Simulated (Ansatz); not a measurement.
# What isotropic strain −2.22 % does to GaCuSe2

Take GaCuSe2 in the chalcopyrite structure (space group I-42d, No. 122; a = 5.672 Å, c = 11.263 Å) as the base.

Modification: the cell is scaled by 0.9778 in all directions, atoms relaxed at fixed cell.

The values are results of Kohn–Sham DFT with the PBE functional, run in Ansatz (a first-principles code) with PAW and 420 eV plane waves, without spin-orbit coupling, earlier PAW set, not measurements. k-mesh 8×8×8 (Γ-centred); smearing 0.05 eV (Fermi–Dirac).

* **Space group**: I-42d (No. 122) (base I-42d (No. 122))
* **Energy relative to the base (free energy F)**: +21 meV/atom
* **Pressure (mean of the normal stresses, compression positive)**: 4.8 GPa (base 0.0 GPa)
* **Band gap**: 0.27 eV (base zero)
* **Electron mass**: 0.037 mₑ along c, 0.046 mₑ across (at Γ)
* **Valence-band top at Γ (three highest levels, from the VBM)**: 0.00, -0.10, -0.10 eV

Final structure:

```
CELL_PARAMETERS angstrom
     -2.77305     2.77305     5.50656
      2.77305    -2.77305     5.50656
      2.77305     2.77305    -5.50656
ATOMIC_POSITIONS crystal
  Cu 0.75000 0.25000 0.50000
  Cu 0.00000 0.00000 0.00000
  Ga 0.25000 0.75000 0.50000
  Ga 0.50000 0.50000 0.00000
  Se 0.11766 0.12500 0.49266
  Se 0.63234 0.62500 0.50734
  Se 0.37500 0.88234 0.00734
  Se 0.87500 0.36766 0.99266
```

Effective masses come from finite differences of ±0.01 Å⁻¹. Whether these cells are dynamically stable was not tested. All final runs are without spin polarisation. A zero or small gap of GaCuSe2 can be the functional's error rather than a property of the material.
